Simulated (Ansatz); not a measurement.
WO3 (Cmcm, No. 63, 8 atoms in the cell; start mp-2383052; a measured phase of this formula has another space group) was calculated with LDA (Ansatz, a program for electronic structure, plane waves, PAW).

Settings: plane-wave cutoff 520 eV, 10×10×6 k mesh (along the axes of the cell as run), Fermi–Dirac smearing 0.01 eV, no spin polarisation, scalar-relativistic PAW data made under PBE.

Cell (relaxed with PBEsol):

WO$_{3}$ is taken in the orthorhombic space group Cmcm (No. 63), Pearson symbol oS16. Conventional cell: a = 5.4539 Å, b = 5.4744 Å, c = 7.4602 Å, α = β = γ = 90.00°. W on 4c is coordinated by 2 O at 1.779 Å and 2 O at 1.893 Å and 2 O at 2.096 Å. O1 on 4b is surrounded by 2 W at 1.893 Å (linear). O2 on 8g has 1 W at 1.779 Å and 1 W at 2.096 Å. (Neighbours: up to the widest gap in distance over summed covalent radii, below 1.35, at either atom; cation-cation and far metal-metal contacts left out.)
(The calculation used a cell of 8 atoms; values per cell refer to that cell.)

Problem. Predict the band gap, smallest direct gap on the k points sampled and direct gap at Γ.

Solution. 
- band gap = 1.31 eV
- smallest direct gap on the k points sampled = 1.39 eV
- direct gap at Γ = 2.35 eV

Note: cell and atoms aren't relaxed at this level (pressure -4.5 GPa).

Spin–orbit coupling is not included.

A start named mp-… is a Materials Project structure, which need not be a measured phase.
